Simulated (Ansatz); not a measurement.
Output of an Ansatz run (abridged):

```
WARN ansatz: RAYON_NUM_THREADS=1 ignored (pool sized by the plan → 1); use --threads N
Pseudopotentials: kind: paw
Pseudopotential: Zn, paw, valence charge 12
Pseudopotential: Se, paw, valence charge 16
Crystal: 2 atoms, lattice volume = 45.571 Å³
Basis set: ecut = 420 eV, 893 PW (Γ), exchange–correlation on 54×54×54 points (8 copies of the dense FFT grid, shifted against one another)
Bands: 18, of which v1, the nominal top of the filled ones, is band 14 counted from 1 (13 counted from 0)
Symmetry: 24 space group operations
Space group: F-43m (ITA 216), of the structure as read, at distance tolerance 3.6e-5 Å
k-points: 47 of 1000 (time reversal used)
Initial density: superposition of atomic densities (neutral atoms: chi_scale 0, normalization atom), corrected by the library's trained network
Initial wavefunctions: pseudopotential atomic-orbital guess
Eigensolver: davidson
Functional: x = pbe(κ = 0.804, μ = 0.2195149727645171), c = pbe(β = 0.06672455060314922)
SCF iter   1: F=—  HF=-8789.527771 eV  |F-HF|=—  |Δ(HF+E_count)|=         —  Δρ=8.22e-4  dr2=4.57e-4  ethr=1.77e-3  ⟨swp⟩=6.0  Hψ=4347  notcnv=0
all-band conjugate gradients solve this SCF's bands
preconditioner: auto → none
SCF iter   2: F=—  HF=-8789.527602 eV  |F-HF|=—  |Δ(HF+E_count)|=   1.69e-4  Δρ=3.84e-4  dr2=3.56e-5  ethr=1.63e-6  ⟨swp⟩=2.1  Hψ=2036  notcnv=0
SCF iter   3: F=—  HF=-8789.527621 eV  |F-HF|=—  |Δ(HF+E_count)|=   1.90e-5  Δρ=1.70e-4  dr2=7.25e-6  ethr=1.27e-7  ⟨swp⟩=2.0  Hψ=1343  notcnv=0
SCF iter   4: F=—  HF=-8789.527623 eV  |F-HF|=—  |Δ(HF+E_count)|=   1.18e-6  Δρ=7.94e-5  dr2=1.13e-6  ethr=2.59e-8  ⟨swp⟩=2.0  Hψ=1222  notcnv=0
SCF iter   5: F=—  HF=-8789.527626 eV  |F-HF|=—  |Δ(HF+E_count)|=   3.71e-6  Δρ=1.53e-5  dr2=1.57e-7  ethr=4.02e-9  ⟨swp⟩=2.0  Hψ=1504  notcnv=0
SCF iter   6: F=-8789.527626 eV  HF=-8789.527626 eV  |F-HF|=8.89e-9  |Δ(HF+E_count)|=   4.57e-9  Δρ=4.19e-6  dr2=6.15e-9  ethr=3.57e-10  ⟨swp⟩=5.7  Hψ=3927  notcnv=0
SCF 1 converged in 6 iterations: F = -8789.527626 eV  dr2 = 6.15e-9
SCF converged after 6 iterations
Free energy (F): -8789.527626 eV
Harris-Foulkes:  -8789.527626 eV  (|F-HF|=8.89e-9)
Internal energy: -8789.527626 eV  (E = F + TS)
E sigma→0 (E₀):  -8789.527626 eV
Fermi energy:    7.407638 eV
--- Per-component energies (eV) ---
  E_band       = -381.839263
  E_kinetic    = 250.108733
  E_local      = -4392.804284  (includes V_loc(G=0)·N_el)
  E_nonlocal   = 18.358037
  E_hartree    = 2035.439210
  E_xc         = -241.499617
  E_vxc        = -150.286249  (∫ρ·V_xc dr)
  E_paw        = -3739.337697  (= ΣΔE_a)
  E_vpaw       = -178.093350  (= ΣTr[D̂ρ^β])
  E_aug_tail   = -0.000885  (compensation charges beyond the density's cutoff)
  E_ewald      = -2719.791124
  E_smearing   = -0.000000  (= −TS)
  E_closure    = 0.000000  (closes the sum)
  Σ components = -8789.527626   (vs F -8789.527626, Δ=0.00e0)
--- Forces (eV/Å), atoms counted from 1 ---
  atom   1  Zn     0.00000000    -0.00000000     0.00000000
  atom   2  Se    -0.00000000     0.00000000    -0.00000000
  max |Σ_I F_I| component: 1.48e-16 eV/Å
--- Stress (GPa, compression-positive) ---
        2.019951       0.000000      -0.000000
       -0.000000       2.019951       0.000000
       -0.000000       0.000000       2.019951
  P = ⅓ Tr σ = 2.0200 GPa (20.200 kbar)
  The stress holds the Pulay correction. Without it, at fixed plane waves, as pw.x and ABINIT print it: P = 1.9656 GPa
--- Band table (eV; the first three rows and the last of 47) ---
  k-point 0: bands = ["-40.0877", "-40.0877", "-40.0877", "-40.0833", "-40.0833", "-6.4937", "0.2270", "0.2270", "0.2270", "0.5973", "0.5973", "6.7605", "6.7605", "6.7605", "8.0438", "12.5721", "12.5721", "12.5721"]
  k-point 1: bands = ["-40.0877", "-40.0877", "-40.0877", "-40.0833", "-40.0833", "-6.4287", "0.2308", "0.2374", "0.2374", "0.5962", "0.5962", "5.7924", "6.6603", "6.6603", "8.8116", "12.4966", "12.7425", "12.7425"]
  k-point 2: bands = ["-40.0877", "-40.0876", "-40.0876", "-40.0833", "-40.0833", "-6.2500", "0.2565", "0.2631", "0.2631", "0.5957", "0.5957", "4.3934", "6.4205", "6.4205", "9.4382", "12.8447", "13.0838", "13.0838"]
  k-point 46: bands = ["-40.0877", "-40.0875", "-40.0873", "-40.0833", "-40.0832", "-5.4354", "0.3373", "0.4376", "0.5347", "0.5953", "0.8846", "2.0767", "4.0578", "4.1465", "11.7457", "11.9770", "14.3301", "14.8596"]
```

The structure:

```xyz
2
Lattice="0.0000 2.8350 2.8350 2.8350 0.0000 2.8350 2.8350 2.8350 0.0000" Properties=species:S:1:pos:R:3 pbc="T T T"
Zn     0.0000     0.0000     0.0000
Se     1.4175     1.4175     1.4175
```

Question: What input produced this log?

Answer: Other spellings and defaults could give the same log, and not every line can be read from it. The input that was run (DFT, PBE, plane waves, default PAW files):

Ansatz 0.2 input:
```yaml
# ZnSe
crystal:
  lattice:
    - [0.000000, 2.835000, 2.835000]
    - [2.835000, 0.000000, 2.835000]
    - [2.835000, 2.835000, 0.000000]
  atoms:
    - { symbol: Zn, position_ang: [0.000000, 0.000000, 0.000000] }
    - { symbol: Se, position_ang: [1.417500, 1.417500, 1.417500] }
basis:
  ecutwfc: 420.0
kpoints:
  mp_grid:
    grid: [10, 10, 10]
hamiltonian:
  xc: pbe
  pseudopotentials:
    kind: paw
scf:
  occupations:
    method: fermi_dirac
    width: 0.01
output:
  forces: true
  eigenvalues: true
  stress: true
```

The starting cell has typed, rounded lattice constants, without a prior relaxation at this level. Ansatz's pressure includes its estimate of the finite-basis (Pulay) stress.

Ansatz is a program for electronic structure.
